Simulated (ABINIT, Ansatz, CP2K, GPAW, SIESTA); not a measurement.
## One structure in several programs: CdTe (F-43m, 2 atoms in the cell)

Band-structure calculation.

```yaml
crystal:
  lattice:
    - [0.00000, 3.29196, 3.29196]
    - [3.29196, 0.00000, 3.29196]
    - [3.29196, 3.29196, 0.00000]
  atoms:
    - { symbol: Cd, position: [0.00000, 0.00000, 0.00000] }
    - { symbol: Te, position: [0.25000, 0.25000, 0.25000] }
```

Shared settings, as Ansatz (a first-principles code) writes them: kpoints.mp_grid.grid = 9 9 9; scf.occupations.method = fixed. Potentials and cutoffs stand in the table.

```tsv
code	model	gap along the path (eV)	smallest direct gap (eV)	cutoff
GPAW	PBE, GPAW PAW datasets PBE (gpaw-data 1.0.1)	0.63	0.63	550 eV
SIESTA	GGA PBE, numerical atomic orbitals TZP, PseudoDojo PBE standard norm-conserving potentials (rewritten from UPF to PSML)	0.73	0.73	grid 400 Ry
ABINIT	PBE, PAW (JTH v2.0 PBE PAW)	0.63	0.63	40 Ry
Ansatz	PBE, default PAW files	0.63	0.63	420 eV
CP2K	PBE, GPW, DZVP-MOLOPT-SR-GTH basis, GTH-PBE potentials (GTH_POTENTIALS)	0.69	0.69	grid 500 Ry
```

On Ansatz's run: spin-orbit coupling is off.

The spread over the programs that give each value: gap along the path within 0.10 eV; smallest direct gap within 0.10 eV.

SIESTA and CP2K use small atom-centred bases, whose incompleteness enters pressures, forces and empty levels differently from a plane-wave cutoff.

The starting cell comes from a database of computed structures (which also holds hypothetical and non-ambient phases and stackings), without a prior relaxation at this level. Its lattice was rescaled by a random factor within 2.5 % of one.

Left out of this page: Quantum ESPRESSO and Elk (not drawn, or without a comparable value); FLEUR (with a known weakness of the program).

Keys are those of Ansatz 0.2.
